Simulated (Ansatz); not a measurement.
Start from InAs in the zinc blende structure (space group F-43m, No. 216; a = 6.1863 Å).

Now apply this change: a hydrostatic pressure of 60 GPa.

Levels (all Ansatz, a first-principles code, PAW): PBE (420 eV, no spin-orbit coupling); r2SCAN (500 eV, without spin-orbit coupling); HSE06 (420 eV, without spin-orbit coupling); PBE+SOC (420 eV, spin-orbit coupling included).

One geometry, relaxed with PBE, under each level:

Notes on the quantities. hole mass: degenerate bands, along [100].

The valence-band top lists the three highest levels at Γ (Kramers pairs under SOC), from the VBM.

```tsv
level	band gap	lowest conduction level above the VBM at special points	valence-band top at Γ	electron mass	hole mass	pressure
PBE	0.69 eV	X 0.69 eV; Γ 1.57 eV; U 1.63 eV; K 1.63 eV	0.00, 0.00, 0.00 eV	1.5 mₑ along k, 0.21 mₑ across (at X)	0.091, 0.24, 0.24 mₑ (at Γ)	60.00 GPa
r2SCAN	1.00 eV	X 1.00 eV; Γ 2.13 eV; U 1.97 eV; K 1.97 eV	–	1.4 mₑ along k, 0.21 mₑ across (at X)	0.11, 0.24, 0.24 mₑ (at Γ)	58.39 GPa
HSE06	___	___	–	–	–	–
PBE+SOC	0.57 eV	X 0.57 eV; Γ 1.45 eV; U 1.51 eV; K 1.51 eV	0.00, 0.00, -0.40 eV	1.5 mₑ along k, 0.21 mₑ across (at X)	0.10, 0.23 mₑ (at Γ)	59.85 GPa
```

Task: Give the withheld HSE06 results.

Result: 
- HSE06, band gap: 1.25 eV
- HSE06, lowest conduction level above the VBM at special points: X 1.25 eV; Γ 2.49 eV; U 2.26 eV

Single points use the geometry relaxed with PBE. Their cutoffs differ, which shifts pressures a little. HSE06 was sampled on its mesh, a few special points and the semilocal edge points, so its gap is an upper bound. The spin-orbit shifts are approximate. Load acts through the strain it causes; cell and atoms are relaxed under it. Masses are band curvatures over ±0.01 Å⁻¹ around the edge. Along k means along the line from Γ to the band edge. Whether these cells are dynamically stable was not tested. The runs without spin-orbit coupling are not spin-polarised. Measured, InAs leaves this structure (for rock salt) near 7 GPa (temperature not stated; as listed in Datta, Sujoy, Jana, Debnarayan, arXiv (2020)). A zero or small gap of InAs can be the functional's error rather than a property of the material.
